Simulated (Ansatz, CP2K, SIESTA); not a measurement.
## One structure in several programs: Sr₂NbN₂O₂ (P1, 7 atoms in the cell)

Self-consistent single point, at a second geometry (atoms moved at random). First geometry:

```yaml
crystal:
  lattice:
    - [-2.03153, 2.03153, 6.50352]
    - [2.03153, -2.03153, 6.50352]
    - [2.03153, 2.03153, -6.50352]
  atoms:
    - { symbol: Sr, position: [0.35168, 0.35168, 0.00000] }
    - { symbol: Sr, position: [0.64832, 0.64832, 0.00000] }
    - { symbol: Nb, position: [0.00000, 0.00000, 0.00000] }
    - { symbol: N, position: [0.50000, 0.00000, 0.50000] }
    - { symbol: N, position: [0.00000, 0.50000, 0.50000] }
    - { symbol: O, position: [0.16237, 0.16237, 0.00000] }
    - { symbol: O, position: [0.83763, 0.83763, 0.00000] }
```

Second geometry:
```yaml
crystal:
  lattice:
    - [-2.03153, 2.03153, 6.50352]
    - [2.03153, -2.03153, 6.50352]
    - [2.03153, 2.03153, -6.50352]
  atoms:
    - { symbol: Sr, position: [0.35679, 0.35098, 0.00041] }
    - { symbol: Sr, position: [0.62395, 0.63259, 0.96313] }
    - { symbol: Nb, position: [0.00892, 0.99865, 0.01081] }
    - { symbol: N, position: [0.51884, 0.98492, 0.50731] }
    - { symbol: N, position: [0.99486, 0.50657, 0.49688] }
    - { symbol: O, position: [0.16173, 0.17354, 0.01088] }
    - { symbol: O, position: [0.83491, 0.85275, 0.01059] }
```

Shared settings, as Ansatz (an electronic-structure program) writes them: kpoints.mp_grid.grid = 7 7 7; scf.occupations.method = gaussian; scf.occupations.width = 0.2 eV. Potentials and cutoffs stand in the table.

```
code                                                                                                                            model  ΔF from the first geometry (meV/atom)  pressure (GPa)  largest force (eV/Å)       cutoff
------  -----------------------------------------------------------------------------------------------------------------------------  -------------------------------------  --------------  --------------------  -----------
CP2K                                                       PBEsol, GPW, DZVP-MOLOPT-SR-GTH basis, GTH-PBE potentials (GTH_POTENTIALS)                                   13.8           -4.27                 1.289  grid 500 Ry
SIESTA  GGA PBEsol, numerical atomic orbitals TZP, PseudoDojo PBEsol standard norm-conserving potentials (rewritten from UPF to PSML)                                   13.1           -2.06                 1.353  grid 300 Ry
Ansatz                                                                                                PBEsol, PAW files made with PBE                                   13.0           -5.84                 1.224      default
```

Size of the force on each atom (eV/Å): Sizes of forces hide their directions.

```tsv
code	Sr1	Sr2	Nb3	N4	N5	O6	O7
CP2K	0.346	0.466	0.254	1.289	0.482	0.556	0.413
SIESTA	0.075	0.527	0.325	1.353	0.485	0.455	0.306
Ansatz	0.329	0.423	0.264	1.224	0.464	0.515	0.409
```

On Ansatz's run: spin polarisation is off; with an odd number of electrons in the cell that forces a metal, and a magnetic state may lie lower.

The spread over the programs that give each value: ΔF from the first geometry within 0.8 meV/atom; pressure within 3.78 GPa; largest force within 0.129 eV/Å.

CP2K and SIESTA use small atom-centred bases, whose incompleteness enters pressures, forces and empty levels differently from a plane-wave cutoff. Ansatz's pressure is given at a fixed set of plane waves, as the other plane-wave codes print theirs; with its correction for the finite basis it is -5.60 GPa (the shift of 0.24 GPa shows how far the cutoff is from converged).

The starting cell comes from a database of computed structures (which also holds hypothetical and non-ambient phases and stackings), without a prior relaxation at this level. For this run, on top of that: atoms moved at random.

Keys are those of Ansatz 0.2.
